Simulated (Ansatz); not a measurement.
Start from HfN in the rock salt structure (space group Fm-3m, No. 225; a = 4.548 Å).

Method: PBE/PAW in Ansatz (an electronic-structure program), no SOC.

Before the change:

```
Quantity           Result
---------------  --------
Volume per atom  11.76 Å³
```

Now apply this change: every Hf is replaced by Zr; the structure is relaxed again.

### Question
Estimate the effect on the volume per atom.

### Answer
The volume per atom rises by 0.37 Å³, from 11.76 Å³ to 12.13 Å³.

Whether these cells are dynamically stable was not tested. The final runs are not spin-polarised. An odd electron count without spin: ZrN and HfN.
